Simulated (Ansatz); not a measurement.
A computed series for WS2: pressure series

Base system: WS$_{2}$ in the 2H-MoS2 type structure (space group P6_3/mmc, No. 194; a = 3.154 Å, c = 12.137 Å; layered, stacked along the Cartesian z axis).

Cell and atoms are relaxed at each pressure.

Computed with PBE-D3(BJ), PAW, 420 eV (Ansatz, an electronic-structure program; no spin-orbit coupling).

Notes on the quantities. enthalpy: H = E + PV relative to the base's energy.

```
change                 enthalpy  band gap  volume per atom
----------------  -------------  --------  ---------------
base                          –   0.88 eV         17.43 Å³
pressure −2 GPa   -0.22 eV/atom   1.13 eV         18.50 Å³
pressure −1 GPa   -0.11 eV/atom   0.98 eV         17.83 Å³
pressure 1.8 GPa  +0.19 eV/atom   0.76 eV         16.90 Å³
pressure 4.2 GPa  +0.44 eV/atom   0.64 eV         16.40 Å³
pressure 9 GPa    +0.92 eV/atom   0.45 eV         15.67 Å³
pressure 18 GPa   +1.77 eV/atom   0.17 eV         14.72 Å³
pressure 30 GPa   +2.84 eV/atom      zero         13.82 Å³
pressure 45 GPa   +4.09 eV/atom      zero         12.99 Å³
pressure 60 GPa   +5.28 eV/atom      zero         12.32 Å³
```

The mesh was chosen for an insulator and is coarse for the gapless case. Spin-orbit coupling, missing from the scalar runs, can matter with W. Load acts through the strain it causes; cell and atoms are relaxed under it. No phonon test of stability was made. No other phases were tried under pressure. The final runs are not spin-polarised. A zero or small gap of WS2 under pressure 18 GPa, WS2 under pressure 30 GPa and WS2 under pressure 45 GPa can be the functional's error rather than a property of the material.
